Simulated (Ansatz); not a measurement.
The reference is TiO₂ in the anatase structure (space group I4_1/amd, No. 141; a = 3.739 Å, c = 9.455 Å).

Method: LDA (Ansatz, a quantum-chemistry and plane-wave program, PAW, spin-orbit coupling left out).

Strains are applied to the cell and any free atomic positions relax.

One change was made to it. Results:

The band gap rises by 0.05 eV (2.08 eV → 2.13 eV); the smallest direct gap grows by 0.12 eV, from 2.44 eV to 2.56 eV; the energy increases by 42 meV/atom.

Problem. What was done to the base?
A. isotropic strain −1.80 %
B. isotropic strain −2.40 %
C. isotropic strain −3.00 %
D. isotropic strain −1.20 %

Solution. B, isotropic strain −2.40 %. For comparison, the energy relative to the base in the other runs: isotropic strain −3.00 % gives +67 meV/atom; isotropic strain −1.20 % gives +10 meV/atom; isotropic strain −1.80 % gives +23 meV/atom.

Stability against distortions was not tested. All final runs are without spin polarisation.
